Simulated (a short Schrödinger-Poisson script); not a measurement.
Structure: gated In0.52Al0.48As/In0.53Ga0.47As δ-doped gas in a quantum well, at 300 K.

```tsv
layer	material	thickness (nm)	Na (cm⁻³)
1	In0.52Al0.48As	10	-
2	In0.52Al0.48As	5	-
3	In0.53Ga0.47As	10	-
4	In0.52Al0.48As	4000	3e15
```

The device is made up for the run: typed textbook-type constants, with dimensions and the other settings drawn at random. In0.52Al0.48As: permittivity 12.5, conduction-band edge (eV) 0.52, gap (eV) 1.45, electron mass (mₑ) 0.075, Nv at 300 K (cm⁻³) 1.1e19. In0.53Ga0.47As: permittivity 13.9, conduction-band edge (eV) 0, gap (eV) 0.74, Nv at 300 K (cm⁻³) 7.7e18.

Channel valleys (confinement mass, in-plane density-of-states mass, number): Γ 0.041, 0.041, 1. At the gate the conduction-band edge of layer 1 lies 0.65 eV − eVg above the Fermi level of the channel; the field vanishes at the back. Sheet of ionised δ-doping: +5e12 e/cm² at 10 nm from the gate. The barrier under the gate holds no holes. Gaps are held at their typed values at every temperature. Mesh 0.08 nm at interfaces.

Solved with a short Schrödinger-Poisson script written for these runs: 1D Poisson equation in equilibrium, electrons quantum, Hartree plus LDA exchange-correlation (BenDaniel-Duke, 40 states a valley, the channel's in-plane mass for all, wave functions free to enter the barrier), parabolic valleys, classical holes, full ionisation, no traps, pinning or gate leakage.

The same stack at other levels of the model or other numerical settings:

```
run                                          sheet density of all electrons at Vg = 0.4 V (cm⁻²)  sheet density of all electrons at Vg = -0.1 V (cm⁻²)  capacitance at Vg = 0.4 V (μF/cm²)  centroid of the channel electrons at Vg = 0.4 V (nm)  rough cost against the base
-------------------------------------------  ---------------------------------------------------  ----------------------------------------------------  ----------------------------------  ----------------------------------------------------  ---------------------------
base                                                                                     3.03e12                                               1.30e12                               0.621                                                  3.91                      about 1
electrons treated as classical, Boltzmann                                                3.77e12                                               1.65e12                               0.698                                                  1.84                         0.02
electrons treated as classical, Fermi-Dirac                                              3.06e12                                               1.35e12                                   ?                                                  3.89                         0.06
electrons treated as quantum, Hartree                                                    2.97e12                                               1.26e12                               0.620                                                     ?                          0.6
mesh six times as coarse                                                                 3.03e12                                               1.30e12                               0.622                                                  3.88                          0.2
one subband a valley                                                                     2.95e12                                               1.30e12                                   ?                                                  3.76                          0.2
```

Task: Some entries are withheld; supply them.

Result: 
- one subband a valley, capacitance at Vg = 0.4 V (μF/cm²): 0.540
- electrons treated as quantum, Hartree, centroid of the channel electrons at Vg = 0.4 V (nm): 3.95
- electrons treated as classical, Fermi-Dirac, capacitance at Vg = 0.4 V (μF/cm²): 0.658

The classical rows ignore confinement, and Boltzmann statistics overrate the density once the band edge passes the Fermi level.

Above a few 1e12 electrons/cm² a light Γ valley is non-parabolic and upper valleys begin to fill, which the model leaves out.
